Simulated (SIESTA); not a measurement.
## A self-consistent single point of Pt (Fm-3m, 1 atom in the cell) with SIESTA

Computed with GGA PBE, numerical atomic orbitals DZP, PseudoDojo PBE standard norm-conserving potentials (rewritten from UPF to PSML) run with SIESTA.

Input:

```
# files in the folder: Pt.psml (PseudoDojo PBE standard)
SystemName  Pt
SystemLabel pt

NumberOfAtoms                1
NumberOfSpecies              1
%block ChemicalSpeciesLabel
  1 78 Pt
%endblock ChemicalSpeciesLabel
LatticeConstant              2.759788 Ang
%block LatticeVectors
     0.000000000    0.707106850    0.707106850
     0.707106850    0.000000000    0.707106850
     0.707106850    0.707106850    0.000000000
%endblock LatticeVectors
AtomicCoordinatesFormat      Ang
%block AtomicCoordinatesAndAtomicSpecies
     0.000000000    0.000000000    0.000000000  1
%endblock AtomicCoordinatesAndAtomicSpecies

XC.functional                GGA
XC.authors                   PBE
PAO.BasisSize                DZP
PAO.EnergyShift              0.01 Ry
MeshCutoff                   300 Ry
%block kgrid.MonkhorstPack
   12   0   0  0.0
    0  12   0  0.0
    0   0  12  0.0
%endblock kgrid.MonkhorstPack
OccupationFunction           FD
ElectronicTemperature        1160.45 K

MaxSCFIterations             150
SCF.Mixer.Method             Pulay
SCF.Mixer.Weight             0.1
SCF.Mixer.History            6
SCF.DM.Tolerance             1.0E-05
Diag.ParallelOverK           true
WriteForces                  true
Charge.Mulliken              end
```

Output, abridged:

```
reinit: Reading from file input.fdf

reinit: System Name: Pt
reinit: System Label: pt

coor:   Atomic-coordinates input format  =     Cartesian coordinates
coor:                                          (in Angstroms)

siesta: Atomic coordinates (Bohr) and species
siesta:      0.00000   0.00000   0.00000  1        1

siesta: System type = bulk

initatomlists: Number of atoms, orbitals, and projectors:      1    19    32

siesta: ******************** Simulation parameters ****************************
redata: Spin configuration                          = none
redata: Time-Reversal Symmetry                      = T
redata: Number of Atomic Species                    =        1
redata: Mesh Cutoff                                 =   300.0000 Ry
redata: Net charge of the system                    =     0.0000 |e|
redata: Min. number of SCF Iter                     =        0
redata: Max. number of SCF Iter                     =      150
redata: SCF convergence failure will abort job
redata: SCF mix quantity                            = Hamiltonian
redata: Mix DM or H after convergence               =   F
redata: Recompute H after scf cycle                 =   F
redata: Mix DM in first SCF step                    =   T
redata: No kicks to SCF
redata: DM Mixing Weight for Kicks                  =     0.5000
redata: Require Harris convergence for SCF          =   F
redata: Harris energy tolerance for SCF             =     0.000100 eV
redata: Require DM convergence for SCF              =   T
redata: DM tolerance for SCF                        =     0.000010
redata: Require EDM convergence for SCF             =   F
redata: EDM tolerance for SCF                       =     0.001000 eV
redata: Require H convergence for SCF               =   T
redata: Hamiltonian tolerance for SCF               =     0.001000 eV
redata: Require (free) Energy convergence for SCF   =   F
redata: (free) Energy tolerance for SCF             =     0.000100 eV
redata: Using DFT-D3 dispersion                     =   F
redata: Using Saved Data (generic)                  =   F
redata: Method of Calculation                       = Diagonalization
redata: Electronic Temperature                      =  1160.4500 K
redata: Number of TDED substeps                     =        3
redata: Dynamics option                             = Single-point calculation
redata: Save all siesta data in one NC              =   F
redata: ***********************************************************************

%block SCF.Mixers
  Pulay
%endblock SCF.Mixers

%block SCF.Mixer.Pulay
  # Mixing method
  method pulay
  variant stable

  # Mixing options
  weight 0.1000
  weight.linear 0.1000
  history 6
%endblock SCF.Mixer.Pulay

DM_history_depth set to one: no extrapolation allowed by default for geometry relaxation
Size of DM history Fstack: 1
Total number of electrons:    18.000000
Total ionic charge:    18.000000

* ProcessorY, Blocksize:    1  20

* Orbital distribution balance (max,min):    19    19

k-point displ. along   1 input, could be:     0.00    0.50
k-point displ. along   2 input, could be:     0.00    0.50
k-point displ. along   3 input, could be:     0.00    0.50
 Kpoints in:         1008 . Kpoints trimmed:          948

siesta: k-grid: Number of k-points = 948
siesta: k-points from Monkhorst-Pack grid
siesta: k-cutoff (effective) =    16.559 Ang
siesta: k-point supercell and displacements
siesta: k-grid:    12     0     0      0.000
siesta: k-grid:     0    12     0      0.000
siesta: k-grid:     0     0    12      0.000

diag: Algorithm                                     = D&C
diag: Parallel over k                               =   F
diag: Use parallel 2D distribution                  =   F
diag: Parallel block-size                           = 20
diag: Parallel distribution                         =     1 x     1
diag: Used triangular part                          = Lower
diag: Absolute tolerance                            =  0.100E-15
diag: Orthogonalization factor                      =  0.100E-05
diag: Memory factor                                 =  1.0000

superc: Internal auxiliary supercell:     7 x     7 x     7  =     343
superc: Number of atoms, orbitals, and projectors:    343   6517  10976

                        Single-point calculation

superc: Internal auxiliary supercell:     7 x     7 x     7  =     343
superc: Number of atoms, orbitals, and projectors:    343   6517  10976

outcell: Unit cell vectors (Ang):
        0.000000    1.951465    1.951465
        1.951465    0.000000    1.951465
        1.951465    1.951465    0.000000

outcell: Cell vector modules (Ang)   :    2.759788    2.759788    2.759788
outcell: Cell angles (23,13,12) (deg):     60.0000     60.0000     60.0000
outcell: Cell volume (Ang**3)        :     14.8632
new_DM -- step:     1
Initializing Density Matrix...

Attempting to read DM from file... Failed...
DM filled with atomic data:

InitMesh: MESH = 24 x 24 x 24 = 13824
InitMesh: Mesh cutoff (required, used) =   300.000   313.519 Ry

stepf: Fermi-Dirac step function

        iscf     Eharris(eV)        E_KS(eV)     FreeEng(eV)     dDmax    Ef(eV) dHmax(eV)
   scf:    1    -3546.169536    -3550.499039    -3550.549356  0.763648  0.710173  8.891906
   scf:    2    -3551.881582    -3551.211001    -3551.260965  0.133217  0.235498  7.098837
   scf:    3    -3553.020993    -3552.443579    -3552.494165  0.467139 -1.689353  0.058637
   scf:    4    -3552.443975    -3552.443901    -3552.494595  0.007238 -1.668364  0.065891
   scf:    5    -3552.443518    -3552.443711    -3552.494652  0.006224 -1.713804  0.002653
   scf:    6    -3552.443716    -3552.443714    -3552.494652  0.000080 -1.715338  0.001567
mix: Pulay -- inversion failed, > SVD [rank/size] 4 / 5
   scf:    7    -3552.443719    -3552.443716    -3552.494652  0.000093 -1.715808  0.000009
   scf:    8    -3552.443716    -3552.443716    -3552.494652  0.000001 -1.715811  0.000008

SCF Convergence by DM+H criterion
max |DM_out - DM_in|         :     0.0000006747
max |H_out - H_in|      (eV) :     0.0000075975
SCF cycle converged after 8 iterations

Using DM_out to compute the final energy and forces

siesta: E_KS(eV) =            -3552.4437

siesta: E_KS - E_eggbox =     -3552.4437

siesta: Atomic forces (eV/Ang):
     1    0.000000    0.000000   -0.000000
   Tot    0.000000    0.000000   -0.000000
   Max    0.000000
   Res    0.000000    sqrt( Sum f_i^2 / 3N )
   Max    0.000000    constrained

Stress tensor Voigt[x,y,z,yz,xz,xy] (kbar):     -131.60     -131.60     -131.60       -0.20       -0.20       -0.20
(Free)E + p*V (eV/cell)    -3551.2738
Target enthalpy (eV/cell)    -3552.4947

siesta: Program's energy decomposition (eV):
siesta: Ebs     =      -582.728891
siesta: Eions   =      4879.820098
siesta: Ena     =       701.701122
siesta: Ekin    =      1014.924832
siesta: Enl     =       215.751869
siesta: Eso     =         0.000000
siesta: Edftu   =         0.000000
siesta: DEna    =        40.829613
siesta: DUscf   =         1.271908
siesta: DUext   =         0.000000
siesta: Ex      =      -607.703468
siesta: Ec      =       -39.399494
siesta: Exc     =      -647.102961
siesta: Eharris =     -3552.443716
siesta: Etot    =     -3552.443716
siesta: FreeEng =     -3552.494652

siesta: Stress tensor (static) (eV/Ang**3):
siesta:    -0.082139   -0.000124   -0.000124
siesta:    -0.000124   -0.082139   -0.000124
siesta:    -0.000124   -0.000124   -0.082139

siesta: Cell volume =         14.863199 Ang**3

siesta: Pressure (static):
siesta:                Solid            Molecule  Units
siesta:           0.00089461          0.00089461  Ry/Bohr**3
siesta:           0.08213913          0.08213913  eV/Ang**3
siesta:         131.60139204        131.60139204  kBar

mulliken: Atomic and Orbital Populations:

Species: Pt
Atom  Qatom  Qorb
               5s      6s      6s      5py     5pz     5px     6py     6pz
               6px     5dxy    5dyz    5dz2    5dxz    5dx2-y2 5dxy    5dyz
               5dz2    5dxz    5dx2-y2
   1 18.000   1.972   1.098  -0.255   1.983   1.983   1.983   0.286   0.286
              0.286   1.545   1.545   1.696   1.545   1.696   0.068   0.068

              0.074   0.068   0.074

mulliken: Qtot =       18.000

Mulliken Atomic Populations:
Atom #   charge [q] valence [e]  Species
     1     0.000000   18.000000  Pt
 Total     0.000000
```

The run converged in 8 iterations.

The starting cell comes from a database of computed structures (which also holds hypothetical and non-ambient phases and stackings), without a prior relaxation at this level. Its lattice was rescaled by a random factor within 2.5 % of one. Spin polarisation is off. Values carry the incompleteness of an atom-centred basis. With a pressure of about 13 GPa the cell is away from its equilibrium volume at this level.
